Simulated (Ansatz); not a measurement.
The reference is CdS in the zinc blende structure (space group F-43m, No. 216; a = 5.824 Å).

Levels (all Ansatz, a quantum-chemistry and plane-wave program, PAW): PBEsol (420 eV, no spin-orbit coupling); r2SCAN (500 eV, no SOC); HSE06 (420 eV, no spin-orbit coupling).

At the geometry relaxed with PBEsol, these levels gave the following band gaps, in shuffled order: (a) 1.61 eV, (b) 2.17 eV, (c) 1.01 eV.

Task: Match each gap to its level.

Result: (a) r2SCAN; (b) HSE06; (c) PBEsol.

Single points use the geometry relaxed with PBEsol. Whether these cells are dynamically stable was not tested.
